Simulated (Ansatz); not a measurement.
The parent structure is TaN in the rock salt structure (space group Fm-3m, No. 225; a = 4.417 Å).

Method: PBE in Ansatz (plane waves to 420 eV, PAW, no SOC).

Before the change:

The pressure comes out as 0.0 GPa and the band gap comes out as zero.

Now apply this change: an isotropic linear strain of +0.31 %, atoms relaxed at fixed cell.

Q: Predict the new pressure.

A: The pressure goes from zero to -3.0 GPa.

Q: Estimate the effect on the energy relative to the base.

A: The energy grows by 1.0 meV/atom.

Q: What happens to the band gap?

A: The band gap stays zero.

Stability against distortions was not tested. The final runs are not spin-polarised. This is not the structure that TaN has at room temperature and ambient pressure.

Ansatz is an electronic-structure program.
